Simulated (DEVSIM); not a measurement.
# Si p-n junction from an implanted or diffused profile

System: Si p-n junction from an implanted or diffused profile, at 350 K.

```csv
layer (left to right),material,thickness (μm),Nd (cm⁻³),τn (s),τp (s)
1,Si,17.0,1.5e16,0.00021,0.00021
```

Added acceptor profile: 1e19 cm⁻³ × exp(−(x − 0 μm)²/(2·(0.11 μm)²)). Left contact: ohmic. Right contact: ohmic. Voltage is applied to the left contact. Recombination: SRH at mid-gap, Auger. Mobility is μmin + (μ − μmin)/(1 + (N/Nref)^α).

This is a model device: material constants are rounded textbook-type values typed into the input, and sizes, dopings and lifetimes were drawn at random. Values at 300 K; Nc and Nv go as T^1.5, mobilities as T to minus their exponent, the gap by Varshni's rule with the affinity fixed.

```csv
parameter,Si
gap (eV),1.124
affinity (eV),4.05
permittivity,11.7
Nc (cm⁻³),2.86e19
Nv (cm⁻³),3.1e19
μn (cm²/Vs),1417
μp (cm²/Vs),470
"μn,min",52
"μp,min",45
"Nref,n",9.7e16
"Nref,p",2.2e17
αn,0.68
αp,0.72
T exponent of μn,2.3
T exponent of μp,2.2
Cn (cm⁶/s),2.8e-31
Cp (cm⁶/s),9.9e-32
Varshni α (eV/K),0.000473
Varshni β (K),636
```

Simulated with DEVSIM: 1D drift-diffusion, Boltzmann statistics, complete ionisation; no tunnelling, impact ionisation, image-force lowering or self-heating.

Potential step across the device at zero bias: 0.835 V
Dark forward voltage at 1 A/cm²: 0.561 V
Dark forward voltage at 100 A/cm²: 0.734 V

Dark reverse current:

```
V (V)  J (A/cm²)
-----  ---------
-0.04    -6.8e-9
-0.10    -9.1e-9
-0.20    -9.8e-9
-0.30    -1.0e-8
-0.40    -1.0e-8
-0.60    -1.1e-8
-0.80    -1.1e-8
-1.00    -1.2e-8
-1.30    -1.2e-8
-1.60    -1.3e-8
-2.00    -1.3e-8
```

Dark forward current:

```csv
V (V),J (A/cm²)
0.05,3.8e-8
0.10,2.4e-7
0.15,1.3e-6
0.20,6.7e-6
0.25,3.5e-5
0.30,0.00019
0.35,0.00097
0.40,0.0051
0.45,0.027
0.50,0.14
0.55,0.72
0.60,3.5
0.65,14
0.70,49
0.75,140
0.80,360
0.85,790
0.90,1500
0.95,2600
```
